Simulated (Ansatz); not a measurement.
# ZnF2 in the rutile structure (space group P4_2/mnm, No. 136)

```xyz
6
Lattice="4.7173 0.0000 0.0000 0.0000 4.7173 0.0000 0.0000 0.0000 3.1285" Properties=species:S:1:pos:R:3 pbc="T T T"
Zn     0.0000     0.0000     0.0000
Zn     2.3587     2.3587     1.5643
F      1.4333     1.4333     0.0000
F      3.7919     0.9254     1.5643
F      0.9254     3.7919     1.5643
F      3.2841     3.2841     0.0000
```

Level of theory: Ansatz (a program for electronic structure) PBEsol, no spin-orbit coupling. Γ-centred 7×7×11 mesh, Fermi–Dirac width 0.05 eV.

```yaml
volume_per_atom: 11.60 Å³
density: 4.93 g/cm³
band_gap: 3.45 eV, direct at Γ
electron_mass: 0.40 mₑ along c, 0.44 mₑ across
Lowest conduction-band minima above the VBM: Γ 3.45 eV
total_energy: -1627.694 eV/atom (σ→0; compares only within this code and set-up)
```

Masses are band curvatures over ±0.01 Å⁻¹ around the edge. Stability against distortions was not tested.
